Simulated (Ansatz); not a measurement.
Consider ZrC in the rock salt structure (space group Fm-3m, No. 225; a = 4.6691 Å; relaxed with 0.1 eV smearing). Axes: x, y, z lie along the cube axes.

Method: Ansatz (a quantum-chemistry and plane-wave program), PBEsol, PAW, cutoff 420 eV, no spin-orbit coupling.

Strains are applied to the cell and any free atomic positions relax; under biaxial strain the out-of-plane vector relaxes too.

One change was made to it. Results:

```csv
quantity,base,after
energy relative to the base (free energy F),0 meV/atom,+0.7 meV/atom
shortest interatomic distance,4.412 bohr,4.420 bohr
```

Which change produced these results?
A. biaxial strain −2.50 %, plane normal [111], relaxed out of plane
B. biaxial strain +0.42 %, plane normal [111], relaxed out of plane
C. biaxial strain +2.50 %, plane normal [111], relaxed out of plane

B, biaxial strain +0.42 %, plane normal [111], relaxed out of plane. For comparison, the energy relative to the base in the other runs: biaxial strain −2.50 %, plane normal [111], relaxed out of plane gives +26 meV/atom; biaxial strain +2.50 %, plane normal [111], relaxed out of plane gives +23 meV/atom.

No phonon test of stability was made. The final runs are not spin-polarised.
